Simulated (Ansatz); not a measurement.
C11b WSi2, treated with BLYP (Ansatz, an electronic-structure program, PAW).

Run with plane-wave cutoff 520 eV, 24×24×24 k mesh, Fermi–Dirac smearing 0.05 eV, no spin polarisation, scalar-relativistic PAW data made under PBE.

Shape and atoms are relaxed at each volume.

Pressure at four volumes; x = ln(V/14.295 Å³). One pressure is withheld.

```
V (Å³/atom)        x  P (GPa)
-----------  -------  -------
13.723       -0.0408        ?
14.009       -0.0202     3.86
14.295        0.0000     0.00
14.867        0.0392    -6.52
```

### Question
Pass a parabola P(x) through the three rows shown, estimate the bulk modulus and its pressure derivative near zero pressure, and predict the withheld pressure.

### Answer
Slopes between the rows: (0.00 − (3.86))/(0.0000 − (-0.0202)) = -191.09 and (-6.52 − (0.00))/(0.0392 − (0.0000)) = -166.33 GPa. Their difference over the span 0.0594 is c = 24.76/0.0594 = 416.8 GPa, so P(x) = 3.86 + (-191.09)(x − (-0.0202)) + 416.8 (x − (-0.0202))(x − (0.0000)). At the middle row B = −dP/dx = −[-191.09 + 416.8 × 0.0202] = 182.7 GPa, and B′ = dB/dP = 2c/B = 4.6. At x = -0.0408 the parabola gives 8.15 GPa; the run gives 8.18 GPa. The Birch–Murnaghan fit to the energies at all volumes has B0 = 182 GPa and B′ = 4.7.

Spin–orbit coupling is not included.
